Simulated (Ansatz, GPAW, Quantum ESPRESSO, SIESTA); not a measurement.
## One structure in several programs: TiAl3 (Pmm2, 4 atoms in the cell)

Self-consistent single point.

```xyz
4
Lattice="2.8397 0.0000 0.0000 0.0000 4.6813 0.0000 0.0000 0.0000 4.9007" Properties=species:S:1:pos:R:3 pbc="T T T"
Ti     0.0000     2.3406     0.8131
Al     1.4198     2.3406     3.2701
Al     1.4198     0.0000     1.6217
Al     0.0000     0.0000     4.0965
```

Shared settings, as Ansatz (a quantum-chemistry and plane-wave program) writes them: kpoints.mp_grid.grid = 12 7 7; scf.occupations.method = fermi_dirac; scf.occupations.width = 0.1 eV. Potentials and cutoffs stand in the table.

```json
[
 {"code": "Ansatz", "model": "PBEsol, PAW files made with PBE", "pressure (GPa)": "-2.40", "largest force (eV/Å)": "0.060", "cutoff": "default"},
 {"code": "SIESTA", "model": "GGA PBEsol, numerical atomic orbitals DZP, PseudoDojo PBEsol standard norm-conserving potentials (rewritten from UPF to PSML)", "pressure (GPa)": "-3.05", "largest force (eV/Å)": "0.051", "cutoff": "grid 350 Ry"},
 {"code": "GPAW", "model": "PBEsol, GPAW PAW datasets PBEsol (made by gpaw-setup)", "pressure (GPa)": "-2.11", "largest force (eV/Å)": "0.058", "cutoff": "850 eV"},
 {"code": "Quantum ESPRESSO", "model": "PBEsol, GBRV 1.5 ultrasoft (PBESOL) pseudopotentials", "pressure (GPa)": "-2.46", "largest force (eV/Å)": "0.061", "cutoff": "50 Ry"}
]
```

Size of the force on each atom (eV/Å): Sizes of forces hide their directions.

```
code                Ti1    Al2    Al3    Al4
----------------  -----  -----  -----  -----
Ansatz            0.060  0.008  0.004  0.047
SIESTA            0.051  0.005  0.000  0.046
GPAW              0.058  0.008  0.011  0.039
Quantum ESPRESSO  0.061  0.010  0.006  0.045
```

On Ansatz's run: spin polarisation is off.

The spread over the programs that give each value: pressure within 0.94 GPa; largest force within 0.010 eV/Å.

SIESTA uses small atom-centred bases, whose incompleteness enters pressures, forces and empty levels differently from a plane-wave cutoff. Ansatz's pressure is given at a fixed set of plane waves, as the other plane-wave codes print theirs.

The starting cell comes from a database of computed structures (which also holds hypothetical and non-ambient phases and stackings), without a prior relaxation at this level.

Left out of this page: Elk (not drawn, or without a comparable value).

Keys are those of Ansatz 0.2.
